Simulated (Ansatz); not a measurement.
For AlN (model structure, started from the BeO type, P4₂/mnm, No. 136, 8 atoms in the cell), PBE (PAW; Ansatz, a quantum-chemistry and plane-wave program) gives:

```
Item                       Value
------------------  ------------
lattice constant a       5.330 Å
c axis length            3.122 Å
cohesive energy     5.70 eV/atom
```

Question: What does r²SCAN+rVV10 in Ansatz (plane waves, PAW) give for the same quantities?

Answer: 
- lattice constant a: 5.277 Å (falls by 1.0 %)
- lattice parameter c: 3.098 Å (shrinks by 0.8 %)
- cohesive energy: 5.91 eV/atom (grows by 0.21 eV/atom)

Changes are worked out from the printed values.

Unless a cell is named, each level is at its own relaxed cell (PBE 11.08, r²SCAN+rVV10 10.78 Å³/atom).

Ansatz's density-functional and Hartree–Fock values are scalar-relativistic unless marked +SOC, with PAW data made under PBE.

A model structure was made by putting elements into a prototype or built by hand; it is no filed structure, need not be a known phase, and can be a saddle point held by its symmetry.
